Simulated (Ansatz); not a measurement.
**Response to strain in Os**

Consider Os in the hcp (Mg type) structure (space group P6_3/mmc, No. 194; a = 2.754 Å, c = 4.347 Å; relaxed with 0.1 eV smearing).

Strains are applied to the cell and any free atomic positions relax.

The values are results of PBE, PAW, 420 eV (Ansatz, a program for electronic structure; spin-orbit coupling left out), not measurements.

Notes on the quantities. energy relative to the base: free energy F; pressure: mean of the normal stresses, compression positive.

```json
[
 {"case": "base", "energy relative to the base": "0 meV/atom", "volume per atom": "14.28 Å³", "pressure": "0.0 GPa"},
 {"case": "isotropic strain −2.50 %", "energy relative to the base": "+110 meV/atom", "volume per atom": "13.24 Å³", "pressure": "36.2 GPa"},
 {"case": "isotropic strain −2.00 %", "energy relative to the base": "+69 meV/atom", "volume per atom": "13.44 Å³", "pressure": "___"},
 {"case": "isotropic strain −1.50 %", "energy relative to the base": "+38 meV/atom", "volume per atom": "13.65 Å³", "pressure": "___"},
 {"case": "isotropic strain −1.00 %", "energy relative to the base": "___", "volume per atom": "13.86 Å³", "pressure": "12.9 GPa"},
 {"case": "isotropic strain −0.50 %", "energy relative to the base": "+4.1 meV/atom", "volume per atom": "14.07 Å³", "pressure": "6.2 GPa"},
 {"case": "isotropic strain +0.50 %", "energy relative to the base": "+3.9 meV/atom", "volume per atom": "14.50 Å³", "pressure": "___"},
 {"case": "isotropic strain +1.00 %", "energy relative to the base": "+15 meV/atom", "volume per atom": "14.71 Å³", "pressure": "-11.0 GPa"},
 {"case": "isotropic strain +1.50 %", "energy relative to the base": "+34 meV/atom", "volume per atom": "14.93 Å³", "pressure": "-15.9 GPa"},
 {"case": "isotropic strain +3.00 %", "energy relative to the base": "+128 meV/atom", "volume per atom": "15.61 Å³", "pressure": "-28.4 GPa"}
]
```

Q: Fill in the withheld entries from the trend.

A: 
- isotropic strain −2.00 %, pressure: 27.8 GPa
- isotropic strain −1.50 %, pressure: 20.1 GPa
- isotropic strain −1.00 %, energy relative to the base: +17 meV/atom
- isotropic strain +0.50 %, pressure: -5.7 GPa

No phonon test of stability was made. All final runs are without spin polarisation.
